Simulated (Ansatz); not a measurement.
The starting structures come from a database of crystals and need not be the phases stable at ambient conditions.

Input:

```yaml
crystal:
  lattice:
    - [6.60558, 0.00000, 0.00000]
    - [0.00000, 7.55375, 0.00000]
    - [0.00000, 3.77688, 2.18058]
  atoms:
    - { symbol: Ba, position: [0.51003, 0.33333, 0.00000] }
    - { symbol: Ba, position: [0.01003, 0.66667, 0.00000] }
    - { symbol: O, position: [0.11497, 0.33333, 0.00000] }
    - { symbol: O, position: [0.61497, 0.66667, 0.00000] }
```

Space group of this cell: P6_3mc, wurtzite. The cell is taken as given; by PBEsol its mean pressure is -3.6 GPa.

Transport runs along the normal of the first two printed cell vectors, the (110) plane of the conventional cell.

No gap correction and no spin-orbit coupling; mid-gap values are interpolated between computed energies.

Task: Estimate the band gap and the smallest decay constant κ at mid-gap that PBEsol run with Ansatz (a program for electronic structure) returns for this system.

Result: Gap 2.00 eV on a 6×14×14 mesh; κ = 0.296 1/Å, at the zone centre.
